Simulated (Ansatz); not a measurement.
Consider PbI$_{2}$ in the 2H-MoS2 type structure (space group P6_3/mmc, No. 194; a = 4.273 Å, c = 14.362 Å; a hypothetical phase, not in the database extracts checked).

One thing is altered: a hydrostatic pressure of 0.7 GPa.

Levels (all Ansatz, a first-principles code, PAW, earlier PAW set): PBEsol-D3(BJ) (420 eV, without spin-orbit coupling); HSE06 (420 eV, spin-orbit coupling left out); PBEsol+SOC (420 eV, with spin-orbit coupling).

At the geometry relaxed with PBEsol-D3(BJ), these levels gave the following band gaps, in shuffled order: (a) 0.79 eV, (b) 1.67 eV, (c) 1.10 eV.

Task: Match each gap to its level.

Result: (a) PBEsol+SOC; (b) HSE06; (c) PBEsol-D3(BJ).

Single points use the geometry relaxed with PBEsol-D3(BJ). HSE06 was sampled on its mesh, a few special points and the semilocal edge points, so its gap is an upper bound. The spin-orbit shifts are approximate. Spin-orbit coupling, missing from the scalar runs, can matter with I and Pb. Load acts through the strain it causes; cell and atoms are relaxed under it. No phonon test of stability was made.
